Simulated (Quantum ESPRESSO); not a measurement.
Several settings converged on a (111) slab of AlNi (cut from a parent of space group no. 65; 6 atoms in the cell)

```
CELL_PARAMETERS angstrom
      2.74374     0.00000     0.00000
      2.72330     4.13239     0.00000
      0.00000     0.00000    18.10331
ATOMIC_POSITIONS crystal
  Al 0.50243 0.51631 0.38667
  Al 0.94741 0.07550 0.50000
  Al 0.39240 0.63468 0.61333
  Ni 0.50243 0.01631 0.38667
  Ni 0.94741 0.57549 0.50000
  Ni 0.39240 0.13468 0.61333
```

Base method: PBEsol, PSlibrary ultrasoft (PBE) pseudopotentials (plane waves; Quantum ESPRESSO 7.5).

Base settings: ecutwfc = 50 Ry; ecutrho = 300 Ry; occupations = smearing; smearing = gaussian; degauss = 0.0073499 Ry; input_dft = pbesol; mixing_mode = local-TF; potentials = {Al: Al.pbe-n-rrkjus_psl.1.0.0.UPF, Ni: Ni.pbe-n-rrkjus_psl.1.0.0.UPF}; K_POINTS = automatic 7 4 1 0 0 0; conv_thr = 1e-10 Ry.

The count of work is k-points × plane waves × bands × iterations; it is no time. Core times come from one kind of shared machine, to one figure; runs under 30 s give none.

**The vacuum**

The mesh stays at the base's, so the ladder's end is converged at best in this setting alone.

Only quantities that move along the ladder and can be compared are tabulated.

| vacuum between outermost atoms (Å) | free energy less the last step's (meV/atom) | largest difference of a force vector from the last step's (eV/Å) | count of work / last | core time / last (rough) |
|---|---|---|---|---|
| 3.0 | -234.13 | 0.914 | 0.18 | 0.2 |
| 5.0 | -7.35 | 0.097 | 0.27 | 0.3 |
| 14.0 | 0.00 | 0.001 | 0.67 | 0.7 |
| 20.0 | 0.00 | 0.000 | 1.0 | 1 |

Smallest vacuum between outermost atoms (Å) that holds the forces within 0.01 eV/Å of the last step, with all finer ones: 14.0; the step before is off by 0.097 eV/Å.

Smallest vacuum between outermost atoms (Å) that holds the free energy within 1 meV/atom of the last step, with all finer ones: 14.0; the step before is off by 7.3 meV/atom.

**The k-point mesh**

Only quantities that move along the ladder and can be compared are tabulated.

| K_POINTS | free energy less the last step's (meV/atom) | largest difference of a force vector from the last step's (eV/Å) | count of work / last | core time / last (rough) |
|---|---|---|---|---|
| automatic 3 2 1 0 0 0 | 17.83 | 0.141 | 0.14 | 0.4 |
| automatic 4 3 1 0 0 0 | 5.38 | 0.075 | 0.24 | 0.4 |
| automatic 7 4 1 0 0 0 | -2.47 | 0.045 | 0.53 | 0.5 |
| automatic 10 6 1 0 0 0 | 0.00 | 0.000 | 1.0 | 1 |

Coarsest K_POINTS that holds the free energy within 5 meV/atom of the last step, with all finer ones: automatic 7 4 1 0 0 0; the step before is off by 5.4 meV/atom.

Coarsest K_POINTS that holds the forces within 0.02 eV/Å: not settled: the last two steps still differ by 0.045 eV/Å, over half the tolerance, so the ladder does not show it.

On the base run: the starting cell comes from a database of computed structures (which also holds hypothetical and non-ambient phases and stackings), without a prior relaxation at this level. The slab is cut from that crystal, and its faces are unrelaxed. Its lattice was rescaled by up to half a per cent. Spin polarisation is off. Without a gap this mesh is coarse (it stands for a supercell whose shortest in-plane vector is 19 Å).
